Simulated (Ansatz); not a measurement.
Defect migration in fcc Al: W-vacancy pair (W on one host Al site, one Al site vacant), neutral cell. The step: direct exchange of W with the vacancy (W-vacancy distance between ideal sites 2.86 Å throughout); the atom moves 3.13 Å along (0.00, 0.55, 0.55) of the unit cell; the moving atom starts with neighbours Al at 2.72, 4 Al at 2.76, 6 Al at 2.79 Å and ends with Al at 2.72, 4 Al at 2.76, 6 Al at 2.79 Å. DFT values are from Ansatz (plane-wave PAW, 420 eV unless said) in a cell of 32 host sites, spin-restricted, static, with no finite-size correction. Forms of the defect that were not tried may lie lower. For the PBE band: the program found a first-order saddle point.

```tsv
Level	Forward barrier (eV)	Cost of the band or of the saddle's single point
CHGNet universal potential (has no charge state), its own band	1.02	-
PBE, a 3×3×3 k-point mesh shifted by half a step, band relaxed	2.17	very roughly 40 core-minutes
PBE, a 5×5×5 k-point mesh shifted by half a step, same geometries	2.06	roughly 4 core-minutes
r2SCAN at 500 eV, a 3×3×3 k-point mesh shifted by half a step, same geometries	…	very roughly 2.2 core-minutes
```

Problem. Complete the blanks.

Solution. 
- r2SCAN at 500 eV, a 3×3×3 k-point mesh shifted by half a step, same geometries, Forward barrier (eV): 2.42

Ansatz is a program for electronic structure.
